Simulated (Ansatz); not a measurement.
**Ta2N (model structure, started from the CdI2 type, P-3m1, No. 164, 3 atoms in the cell): properties by level of theory**

```json
[
 {"level (code)": "PBE (Ansatz)", "lattice parameter a (Å)": "___", "c axis length (Å)": "4.879"},
 {"level (code)": "PBEsol (Ansatz)", "lattice parameter a (Å)": "___", "c axis length (Å)": "___"},
 {"level (code)": "PBE-D3(BJ) (Ansatz)", "lattice parameter a (Å)": "___", "c axis length (Å)": "___"}
]
```

Q: Fill in the missing entries.

A: 
- PBE (Ansatz, a first-principles code), lattice parameter a (Å): 3.102
- PBEsol (Ansatz), lattice parameter a (Å): 3.079
- PBEsol (Ansatz), c axis length (Å): 4.823
- PBE-D3(BJ) (Ansatz), lattice parameter a (Å): 3.075
- PBE-D3(BJ) (Ansatz), c axis length (Å): 4.852

Ansatz's density-functional and Hartree–Fock values are scalar-relativistic unless marked +SOC, with PAW data made under PBE.

Static lattice: no zero-point or thermal effects.

A model structure was made by putting elements into a prototype or built by hand; it is no filed structure, need not be a known phase, and can be a saddle point held by its symmetry.
